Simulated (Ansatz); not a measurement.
Pt, response to strain

Start from Pt in the fcc (Cu type) structure (space group Fm-3m, No. 225; a = 3.942 Å; relaxed with 0.1 eV smearing). Axes: x, y, z lie along the cube axes.

Strains are applied to the cell and any free atomic positions relax; under biaxial strain the out-of-plane vector relaxes too.

Computed with Ansatz (a quantum-chemistry and plane-wave program) r2SCAN, spin-orbit coupling left out.

Notes on the quantities. in-plane stress: mean in-plane stress (compression positive); energy relative to the base: free energy F.

```csv
case,in-plane stress,energy relative to the base,ratio −ε⊥/ε∥
base,–,0 meV/atom,–
"biaxial strain +0.42 %, plane normal [111], relaxed out of plane",-1.3 GPa,+0.5 meV/atom,–
"biaxial strain +0.83 %, plane normal [111], relaxed out of plane",-2.5 GPa,+2.0 meV/atom,1.19
"biaxial strain +1.25 %, plane normal [111], relaxed out of plane",-3.7 GPa,+4.5 meV/atom,1.17
"biaxial strain +1.67 %, plane normal [111], relaxed out of plane",(withheld),(withheld),(withheld)
"biaxial strain +2.08 %, plane normal [111], relaxed out of plane",-5.8 GPa,+12 meV/atom,1.14
"biaxial strain +2.50 %, plane normal [111], relaxed out of plane",-6.8 GPa,+17 meV/atom,1.13
```

Q: Some entries are withheld; estimate them.

A: 
- biaxial strain +1.67 %, plane normal [111], relaxed out of plane, in-plane stress: -4.8 GPa
- biaxial strain +1.67 %, plane normal [111], relaxed out of plane, energy relative to the base: +7.9 meV/atom
- biaxial strain +1.67 %, plane normal [111], relaxed out of plane, ratio −ε⊥/ε∥: 1.16

Whether these cells are dynamically stable was not tested. All final runs are without spin polarisation. Pt lies near a magnetic instability that expansion can trigger; it was not tested.
